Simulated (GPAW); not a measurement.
**Convergence study of the plane-wave cutoff for ScGa3 (P4mm, 4 atoms in the cell)**

```xyz
4
Lattice="4.0614 0.0000 0.0000 0.0000 4.0614 0.0000 0.0000 0.0000 4.0614" Properties=species:S:1:pos:R:3 pbc="T T T"
Sc     0.0000     0.0000     0.0500
Ga     2.0307     2.0307     0.0000
Ga     0.0000     2.0307     2.0307
Ga     2.0307     0.0000     2.0307
```

Computed with PBEsol, GPAW PAW datasets PBEsol (made by gpaw-setup) (plane waves; GPAW).

Base settings: mode = pw; ecut = 800 eV; xc = PBEsol; kpts = 3 3 3; mesh shift (steps) = 0 0 0; occupations.name = methfessel-paxton; occupations.width = 0.1 eV; occupations.order = 0; nbands = -8; symmetry.symmorphic = false.

The second cell is the first with its lattice scaled by 0.98.

The mesh stays at the base's, so the ladder's end is converged at best in this setting alone.

Only quantities that move along the ladder and can be compared are tabulated.

The count of work is k-points × plane waves × bands × iterations; it is no time. 

The starting cell comes from a database of computed structures (which also holds hypothetical and non-ambient phases and stackings), without a prior relaxation at this level. Its lattice was rescaled by up to half a per cent. One atom was moved a little off its site on purpose. Without a gap this mesh is coarse (it stands for a supercell whose shortest vector is 12 Å).

| ecut | free energy less the last step's (meV/atom) | energy of the compressed cell less the first (meV/atom) | pressure (GPa) | count of work / last |
|---|---|---|---|---|
| 280 eV | 19.45 | 8.91 | -2.13 | 0.051 |
| 320 eV | 8.70 | 8.59 | -1.70 | 0.073 |
| 360 eV | 4.24 | 8.58 | -1.50 | 0.077 |
| 400 eV | 2.34 | 8.50 | -1.43 | 0.090 |
| 440 eV | 1.40 | 8.60 | -1.40 | 0.12 |
| 480 eV | 0.92 | 8.59 | -1.38 | 0.13 |
| 560 eV | 0.47 | 8.58 | -1.36 | 0.16 |
| 640 eV | 0.24 | 8.56 | -1.36 | 0.20 |
| 720 eV | 0.11 | 8.55 | -1.35 | 0.23 |
| 800 eV | 0.05 | 8.54 | -1.35 | 0.27 |
| 880 eV | 0.02 | 8.54 | -1.35 | 0.31 |
| 960 eV | 0.01 | 8.54 | -1.35 | 0.35 |
| 1080 eV | 0.00 | 8.54 | -1.35 | 0.42 |
| 1200 eV | 0.00 | 8.54 | -1.35 | 0.49 |
| 1400 eV | 0.00 | 8.54 | -1.35 | 0.62 |
| 1600 eV | 0.00 | 8.54 | -1.35 | 0.84 |
| 1920 eV | 0.00 | 8.54 | -1.35 | 1.0 |

Coarsest ecut that holds the energy of the compressed cell less the first within 0.2 meV/atom of the last step, with all finer ones: 320 eV, at 0.073 of the last step's count of work; the step before is off by 0.37 meV/atom.

Coarsest ecut that holds the pressure within 0.2 GPa of the last step, with all finer ones: 360 eV, at 0.077 of the last step's count of work; the step before is off by 0.35 GPa.

Coarsest ecut that holds the free energy within 1 meV/atom of the last step, with all finer ones: 480 eV, at 0.13 of the last step's count of work; the step before is off by 1.4 meV/atom.

The energy difference between the two cells stays within 1 meV/atom of the last step's from 280 eV on, the total only from 480 eV on: much of the error is common to both cells and cancels.
